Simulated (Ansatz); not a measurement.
The parent structure is HfC in the rock salt structure (space group Fm-3m, No. 225; a = 4.6515 Å).

(Cell as relaxed with PBE.)

Levels (all Ansatz, a program for electronic structure, PAW): PBE (420 eV, without spin-orbit coupling); r2SCAN (500 eV, without spin-orbit coupling).

Each level relaxes its own structure.

```json
[
 {"quantity": "volume per atom", "PBE": "12.58 Å³", "r2SCAN": "___"},
 {"quantity": "lattice parameter a", "PBE": "4.652 Å", "r2SCAN": "___"},
 {"quantity": "band gap", "PBE": "zero", "r2SCAN": "___"}
]
```

Task: Given the PBE results, estimate those of r2SCAN.

Result: 
- volume per atom, r2SCAN: 12.49 Å³
- lattice parameter a, r2SCAN: 4.641 Å
- band gap, r2SCAN: zero

PBE's volume per atom lies 0.09 Å³ above r2SCAN's (0.7 %); PBE's lattice parameter a lies 0.011 Å above r2SCAN's (0.2 %); the two agree on the band gap. Neither level is exact; r2SCAN is the comparison here, not a measurement.

Stability against distortions was not tested. The final runs are not spin-polarised.
